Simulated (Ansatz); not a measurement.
Related cells compared by their band gap.

Cell A: As2O3 (Fd-3m), 20 atoms in the cell, k-point mesh 5×5×5 on the run's own vectors.
```yaml
crystal:
  lattice:
    - [0.00000, 5.49083, 5.49083]
    - [5.49083, 0.00000, 5.49083]
    - [5.49083, 5.49083, 0.00000]
  atoms:
    - { symbol: As, position: [0.85427, 0.85427, 0.85427] }
    - { symbol: As, position: [0.39573, 0.81281, 0.39573] }
    - { symbol: As, position: [0.43719, 0.85427, 0.85427] }
    - { symbol: As, position: [0.39573, 0.39573, 0.81281] }
    - { symbol: As, position: [0.85427, 0.43719, 0.85427] }
    - { symbol: As, position: [0.39573, 0.39573, 0.39573] }
    - { symbol: As, position: [0.85427, 0.85427, 0.43719] }
    - { symbol: As, position: [0.81281, 0.39573, 0.39573] }
    - { symbol: O, position: [0.92591, 0.92591, 0.57409] }
    - { symbol: O, position: [0.32409, 0.67591, 0.32409] }
    - { symbol: O, position: [0.57409, 0.57409, 0.92591] }
    - { symbol: O, position: [0.67591, 0.32409, 0.67591] }
    - { symbol: O, position: [0.57409, 0.92591, 0.92591] }
    - { symbol: O, position: [0.32409, 0.32409, 0.67591] }
    - { symbol: O, position: [0.92591, 0.57409, 0.57409] }
    - { symbol: O, position: [0.67591, 0.67591, 0.32409] }
    - { symbol: O, position: [0.92591, 0.57409, 0.92591] }
    - { symbol: O, position: [0.67591, 0.32409, 0.32409] }
    - { symbol: O, position: [0.57409, 0.92591, 0.57409] }
    - { symbol: O, position: [0.32409, 0.67591, 0.67591] }
```

Cell B: As2O3 (P2₁/c), 20 atoms in the cell; this is a cell whose start was taken from, or built on, an entry of a structure database, and that this text hasn't matched to a measured one, k-point mesh 7×6×3 on the run's own vectors.
```
As2O3
1.0
   -4.54060     0.00000     0.00816
    0.42903     0.00000     5.29954
    0.00000    12.90518     0.00000
As O
8 12
Cartesian
 -1.92827   1.92029   4.52825
 -2.18330  10.98490   0.77945
  0.30152   8.37288   3.42514
 -4.41308   4.53231   1.88256
 -2.13974   5.16469   4.02578
 -1.97182   7.74050   1.28191
 -4.02761  11.61728   3.93576
 -0.08396   1.28790   1.37193
 -2.70057   4.63818   2.40055
 -1.41100   8.26700   2.90715
 -3.89581  11.09078   0.26146
 -0.21576   1.81441   5.04624
 -2.91941   1.30182   0.83589
 -1.19216  11.60337   4.47180
 -3.67697   7.75441   1.82611
 -0.43460   5.15077   3.48158
 -0.14188   2.80662   2.29275
 -3.96968  10.09856   3.01494
 -1.91390   9.25921   0.36110
 -2.19766   3.64597   4.94660
```

Plane-wave PAW calculations with Ansatz (a program for electronic structure), its default PAW set, cutoff 500 eV. The structures are at rest with r2SCAN+D4; other levels are single points on them. Neutral cells; Fermi-Dirac smearing of at most 0.05 eV in the solids, energies taken to zero width. The lattices are those relaxed with r2SCAN+D4, so at other levels the solids can be strained. Larger cells are relaxed on a coarser mesh till forces fall under 0.03 eV/Å, which some starts already meet. The structures are the rest points that the relaxations reached, not proven lowest. The runs are scalar-relativistic, without spin-orbit coupling. A dispersion term ran beside these levels; it doesn't touch the electrons. Gaps are highest filled to lowest empty Kohn-Sham level on the run's k-point mesh, states of defects and surfaces included; edges off the mesh make the true gap smaller, and under 0.08 eV counts as none; a gap is called direct where the least direct separation is within 0.02 eV of it.

**Question.** Predict the band gap (eV) of each cell with r2SCAN.

**Answer.** 
```tsv
cell	r2SCAN
A	4.57
B	4.34
```

With r2SCAN the value of A exceeds that of B by 0.23 eV.
